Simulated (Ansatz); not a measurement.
fcc Pb (1 1 1) on zinc-blende GaAs (1 1 1) (film strained to the substrate, started from cuts of the bulks and a machine-learned relaxation; slabs As12Ga12 and Pb16, which can lie off the formulas)

A periodic stack without vacuum, fcc Pb (1 1 1) on zinc-blende GaAs (1 1 1) (film strained to the substrate, started from cuts of the bulks and a machine-learned relaxation; slabs As12Ga12 and Pb16, which can lie off the formulas): substrate slab As12Ga12, film Pb16, surface cells [[1, 1], [-2, 1]] and [[0, 2], [-2, 0]], film strained by -1.2 and -1.2 %, outermost planes Ga/As and Pb/Pb as cut, which need not be the usual terminations and can put a slab off its formula.

The start was prepared with a machine-learned potential, and the result is one local minimum, with the in-plane cell held and forces under 0.04 eV/Å; the film can end far from its bulk form.

These are PBE (plane waves to 420 eV, PAW; Ansatz, a program for electronic structure) values and carry that method's errors. No spin–orbit coupling; the runs are not spin-polarised. Its k-point mesh 4×4×1, Fermi–Dirac width 0.05 eV.

The interface area is 42.9 Å² and the period comes out as 25.27 Å. The heights between the nearest atoms of the two slabs at the two interfaces comes out as 2.69 and 2.66 Å and the As–Pb contacts across the interfaces within 1.22 times the sum of covalent radii comes out as 3, mean 2.99 Å. The Ga–Pb contacts across the interfaces within 1.22 times the sum of covalent radii is 3, mean 2.96 Å and the estimate of the barrier is withheld, since the two interfaces are unlike.

```
Ga3Pb4As3
1.0
    7.03688    -0.00029    -0.03441
   -3.51866     6.09357    -0.07924
    2.80944    -1.41162    25.28672
As Ga Pb
12 12 16
Cartesian
  3.02280   3.74205   2.18842
  3.01845  -0.32014   2.20819
 -0.49608   1.71134   2.24104
 -1.65312   3.79272   5.52436
  5.38216  -0.26602   5.55362
  1.87036   1.76335   5.54090
  0.70006   3.84638   8.81513
  7.74509  -0.21929   8.84094
  4.22480   1.81144   8.88303
  3.05169   3.91947  12.14254
  3.03949  -0.19245  12.32346
  6.60942   1.87035  12.19481
  0.65180  -0.33464   1.37575
  4.20101   1.71286   1.31570
  0.67880   3.71573   1.32065
  3.03379  -0.28116   4.73457
 -0.48350   1.75070   4.73309
  3.03539   3.78114   4.68085
  5.38680  -0.22648   8.05190
  1.88176   1.80093   8.03957
  5.38871   3.82591   7.98588
  7.75592  -0.16467  11.33102
  4.22711   1.83301  11.40617
  0.70772   3.89730  11.30651
 -1.12232   4.54679  14.99438
  2.46885   4.38311  14.94888
  0.44438   1.49563  15.01462
  4.05891   1.35264  15.10226
  5.90300   0.39627  18.04398
  2.40377   0.34595  17.94967
  4.04835   3.43212  17.95678
  0.55200   3.41417  18.03145
  2.46043   2.42639  20.95356
  5.86955   2.47817  20.87300
  4.07665  -0.66856  20.96042
  7.54478  -0.51858  21.01069
  6.08192   4.48688  23.76804
  2.50067   4.57168  23.89169
  7.60025   1.38199  23.83441
  4.02380   1.55596  23.82834
```
